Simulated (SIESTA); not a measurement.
A relaxation of cell and atoms of HgTe (Cmcm, 4 atoms in the cell) with SIESTA.

Level of theory: GGA PBEsol, numerical atomic orbitals TZP, PseudoDojo PBEsol standard norm-conserving potentials (rewritten from UPF to PSML) run with SIESTA.

The change in words: atoms on their sites; MeshCutoff: 300 Ry → 600 Ry; MD.TypeOfRun: default → Broyden; MD.Steps: default → 40; MD.MaxForceTol: default → 0.02 eV/Ang; MD.VariableCell: default → true; MD.MaxStressTol: default → 0.05 GPa. Reference geometry:
```
HgTe
1.0
    2.98354    -3.45653     0.00000
    2.98354     3.45653     0.00000
    0.00000     0.00000     5.78077
Hg Te
2 2
Cartesian
  2.98354   1.08500   4.38557
  2.98354  -1.08500   1.44519
  2.98354  -1.96891   4.33557
  2.98354   1.96891   1.44519
```

Reference input (self-consistent single point, DFT, GGA PBEsol, numerical atomic orbitals TZP, PseudoDojo PBEsol standard norm-conserving potentials (rewritten from UPF to PSML)): XC.functional = GGA; XC.authors = PBEsol; potentials = PseudoDojo PBEsol standard; PAO.BasisSize = TZP; PAO.EnergyShift = 0.01 Ry; MeshCutoff = 300 Ry; kgrid.MonkhorstPack = 3 3 2; OccupationFunction = MP; OccupationMPOrder = 0; ElectronicTemperature = 0.1 eV; MaxSCFIterations = 150; SCF.Mixer.Method = Pulay. This run's input differs from it in these lines:

```diff
@@ -18,3 +18,3 @@
 %block AtomicCoordinatesAndAtomicSpecies
-     2.983542000    1.085004453    4.385572345  1
+     2.983542000    1.085004453    4.335574500  1
      2.983542000   -1.085004453    1.445191500  1
@@ -28,3 +28,3 @@
 PAO.EnergyShift              0.01 Ry
-MeshCutoff                   300 Ry
+MeshCutoff                   600 Ry
 %block kgrid.MonkhorstPack
@@ -44,2 +44,7 @@
 Diag.ParallelOverK           true
+MD.TypeOfRun                 Broyden
+MD.Steps                     40
+MD.MaxForceTol               0.02 eV/Ang
+MD.VariableCell              true
+MD.MaxStressTol              0.05 GPa
 WriteForces                  true
```

The program printed (abridged):

```
        iscf     Eharris(eV)        E_KS(eV)     FreeEng(eV)     dDmax    Ef(eV) dHmax(eV)
   scf:    1   -14566.114019   -14676.647035   -14676.678776  1.174157  0.076224 42.153036
   scf:    2   -14783.289500   -14749.670425   -14749.697660  1.028215 -1.961404  6.585792
   scf:    3   -14751.491207   -14750.738907   -14750.768764  0.164564 -2.175325  2.344241
   scf:    4   -14750.811673   -14750.864704   -14750.892381  0.118085 -2.500662  1.145356
   scf:    5   -14750.912876   -14750.911527   -14750.938917  0.088399 -2.488092  0.361334
   scf:    6   -14750.914764   -14750.914733   -14750.943130  0.024563 -2.503056  0.043718
   scf:    7   -14750.914841   -14750.914800   -14750.943238  0.002822 -2.507344  0.021152
   scf:    8   -14750.914754   -14750.914790   -14750.943252  0.001949 -2.507224  0.015304
   scf:    9   -14750.914812   -14750.914803   -14750.943260  0.000511 -2.508237  0.000163
   scf:   10   -14750.914801   -14750.914802   -14750.943260  0.000020 -2.508289  0.000106
SCF Convergence by DM+H criterion
max |DM_out - DM_in|         :     0.0000204902
max |H_out - H_in|      (eV) :     0.0001058899
SCF cycle converged after 10 iterations

Using DM_out to compute the final energy and forces

siesta: E_KS(eV) =           -14750.9148

siesta: E_KS - E_eggbox =    -14750.9148

siesta: Atomic forces (eV/Ang):
     1   -0.000000    0.045005    0.000000
   [... lines left out ...]
siesta: Pressure (static):        -72.11179177  kBar
siesta: Pressure (total):        -72.11179177  kBar
No target stress found, assuming hydrostatic MD.TargetPressure.
Target stress (kBar)
outcell: Cell volume (Ang**3)        :     36.0777
siesta: WARNING: Atoms     1 21313 too close: rij =    0.247052 Ang
siesta: WARNING: Atoms     2 21314 too close: rij =    0.247052 Ang
siesta: WARNING: Atoms     3 21315 too close: rij =    0.247052 Ang
siesta: WARNING: Atoms     4 21316 too close: rij =    0.247052 Ang
siesta: WARNING: Atoms     5 21025 too close: rij =    0.247052 Ang
   [... lines left out ...]
siesta: WARNING: Atoms 63655 63659 too close: rij =    0.247052 Ang
siesta: WARNING: Atoms 63656 63660 too close: rij =    0.247052 Ang
new_DM -- step:    29
Re-using DM from previous geometries...
Number of DMs in history: 1
 DM extrapolation coefficients:
1   1.00000
New DM after history re-use:
Note: For starting DM, Qtot, Tr[D*S] =         72.00000000         68.59269946

InitMesh: MESH = 240 x 240 x 810 = 46656000
InitMesh: Mesh cutoff (required, used) =   600.000   684.310 Ry

Program received signal SIGSEGV: Segmentation fault - invalid memory reference.

Backtrace for this error:
#0  0x10cc5464032f in ???
#1  0x62859e26ab59 in ???
#2  0x62859e26e02e in ???
#3  0x62859e095ca5 in ???
#4  0x62859e2edb14 in ???
#5  0x62859dfcec6d in ???
#6  0x62859dfc51cb in ???
#7  0x10cc546251c9 in ???
#8  0x10cc5462528a in ???
#9  0x62859dfc527d in ???
#10  0xffffffffffffffff in ???
```

The program stopped with an error.  The full log also holds: “siesta: WARNING: Atoms     1 21313 too close: rij =    0.247052 Ang”. The full log also holds: “siesta: WARNING: Atoms     2 21314 too close: rij =    0.247052 Ang”.

The starting cell comes from a database of computed structures (which also holds hypothetical and non-ambient phases and stackings), without a prior relaxation at this level. Its lattice was rescaled by up to half a per cent. Values carry the incompleteness of an atom-centred basis.

Cost on one core of a shared machine: roughly 40 min.
